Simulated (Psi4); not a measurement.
Psi4 1.11, TPSS/def2-svpd: Sr(Br)(SH) ([SH][Sr][Br]), 4 atoms. The geometry is a generated start, not checked to be a minimum at this level.

```
Item                                                  Value
--------------------------  -------------------------------
task                                                 energy
method                                                 tpss
basis                                             def2-svpd
memory                                                 3 GB
maxiter                                                 100
keys of the molecule block                      symmetry c1
scf_type                                       df (default)
guess                        auto, which took SAD (default)
scf_initial_accelerator                     adiis (default)
e_convergence                               1e-06 (default)
d_convergence                               1e-06 (default)
dft_radial_points                              75 (default)
dft_spherical_points                          302 (default)
effective core potentials   those of the basis set, past Kr
basis functions                                         102
grid points                                           88145
```

```xyz
4

Sr    -0.1403     0.0770    -0.9647
Br    -0.4983     2.5166    -2.0697
S      0.3011    -0.6383     1.5556
H      0.3375    -1.9553     1.4789
```

One run each on 2 threads. Values of diis_max_vecs tried: 3, 6, 10 (default), 20.

Task: Predict the course of the SCF iterations along this series.

Result: Fewest SCF iterations, within one of each other: 6 with 10, 10 (default) with 10, 20 with 10. The count rises to 17 at 3. All converge to one solution.

```tsv
diis_max_vecs	SCF iterations	end
3	17	same solution
6	10	same solution
10 (default)	10	same solution
20	10	same solution
```
